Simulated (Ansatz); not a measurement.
hcp Tb was calculated with revPBE in Ansatz (plane waves, PAW).

Run with plane-wave cutoff 520 eV, 18×18×10 k mesh (along the axes of the cell as run), Fermi–Dirac smearing 0.05 eV, spin-polarised with parallel moments, scalar-relativistic PAW data made under PBE.

Computed at the level's own relaxed cell.

Predict the pressure derivative B′ of the bulk modulus, equilibrium lattice constant a and magnetic moment per atom (the cell's total over its atoms).


pressure derivative B′ of the bulk modulus: 3.0
equilibrium lattice constant a: 3.664 Å
magnetic moment per atom (the cell's total over its atoms): 6.07 μB

The run finds no gap.

Measured, for comparison: lattice constant a 3.606 Å (293 K, not corrected to a static lattice, our sources range from 3.600 to 3.606; as tabulated in Wikipedia's data pages). Computed (rounded) less measured: lattice constant a +1.6 % (+1.6 % to +1.8 % over the range).

Note: the 4f shell is treated without U or exact exchange, so its levels and filling can be wrong; the collinear magnetic order is the start's and need not be the measured one; the bulk modulus comes from volumes at which shape and atoms were relaxed.

Moments are spin moments.

Spin–orbit coupling is not included.

Static lattice: no zero-point or thermal effects.

Cost on a shared machine: around 30 core-minutes (rough).

Ansatz is a program for electronic structure.
